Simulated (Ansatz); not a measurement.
**Response to strain in BN**

The parent structure is BN in the zinc blende structure (space group F-43m, No. 216; a = 3.6097 Å). Axes: x, y, z lie along the cube axes.

Strains are applied to the cell and any free atomic positions relax; under biaxial strain the out-of-plane vector relaxes too.

All numbers come from r2SCAN in Ansatz (plane waves to 500 eV, PAW, no spin-orbit coupling).

Notes on the quantities. pressure: mean of the normal stresses, compression positive.

| change | pressure | shortest interatomic distance | band gap | out-of-plane strain |
|---|---|---|---|---|
| base | 0.0 kbar | 1.563 Å | 5.00 eV | – |
| biaxial strain −2.50 %, plane normal [111], relaxed out of plane | 203.1 kbar | 1.530 Å | 4.97 eV | +0.40 % |
| biaxial strain −2.08 %, plane normal [111], relaxed out of plane | 165.6 kbar | 1.535 Å | 4.98 eV | +0.33 % |
| biaxial strain −1.67 %, plane normal [111], relaxed out of plane | 130.5 kbar | 1.541 Å | 4.99 eV | +0.27 % |
| biaxial strain −1.25 %, plane normal [111], relaxed out of plane | 95.7 kbar | 1.546 Å | 5.00 eV | +0.20 % |
| biaxial strain −0.83 %, plane normal [111], relaxed out of plane | 62.4 kbar | 1.552 Å | 5.00 eV | +0.13 % |
| biaxial strain −0.42 %, plane normal [111], relaxed out of plane | 31.0 kbar | 1.557 Å | 5.00 eV | +0.07 % |

Stability against distortions was not tested.

Ansatz is an electronic-structure program.
